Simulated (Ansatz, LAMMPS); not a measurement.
Si well of 16 atomic layers along [001] in random Si0.8Ge0.2, interfaces one step of a layer

Cell 16.58 × 16.58 × 54.93 Å, Si626Ge94, 720 atoms. Prepared with Tersoff's 1989 multicomponent potential (SiCGe.tersoff) (LAMMPS): minimisation. 

Computed with PBE, support functions at accuracy medium on the grid of 370 eV (norm-conserving potentials; Ansatz, an electronic-structure program).

Basis: localised support functions (accuracy medium) on a full density matrix. k-points: zone centre alone; occupations: Fermi-Dirac, 0.010 eV; spin polarisation not allowed. Spin-orbit coupling is left out.

```
Quantity                                                                                           Result
----------------------------------------------  ---------------------------------------------------------
Kohn-Sham gap of the cell on its k-mesh                                                           0.46 eV
weight of the highest filled level on the well                                                       0.35
weight of the lowest empty level on the well                                                         0.93
coordination (neighbours within 2.853 Å)                                                   100.0 % 4-fold
Ge-Ge bonds, mean ± spread                                                                2.465 ± 0.006 Å
Ge-Si bonds, mean ± spread                                                                2.419 ± 0.006 Å
Si-Si bonds, mean ± spread                                                                2.378 ± 0.005 Å
bond angles, mean ± spread                                                                  109.5° ± 0.9°
pressure                                                                                        -0.67 GPa
cost of the final run                           around 50 core-minutes (rough), 19 SCF iterations, 15 GiB
```
